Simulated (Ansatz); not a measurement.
Given:

```
CELL_PARAMETERS angstrom
      0.00000     2.53291     2.53291
      2.53291     0.00000     2.53291
      2.53291     2.53291     0.00000
ATOMIC_POSITIONS crystal
  Se 0.75000 0.75000 0.75000
  Be 0.00000 0.00000 0.00000
```

A single point on BeSe with a change (isotropic strain −1.23 %), its geometry relaxed with PBEsol.

Computed with HSE06/PAW in Ansatz (a quantum-chemistry and plane-wave program), spin-orbit coupling included. Γ-centred 8×8×8 mesh, Fermi–Dirac width 0.01 eV.

Task: Predict the band gap.

Result: 3.20 eV.

Task: What is the computed valence-band top at Γ (three highest Kramers pairs, from the VBM)?

Result: 0.00, 0.00, -0.48 eV.

Single points use the geometry relaxed with PBEsol. The hybrid gap comes from the SCF mesh plus the semilocal run's edge points and a few special points and is an upper bound. No phonon test of stability was made. The cell was made from BeSe in the zinc blende structure (space group F-43m, No. 216) by this change: isotropic strain −1.23 %.
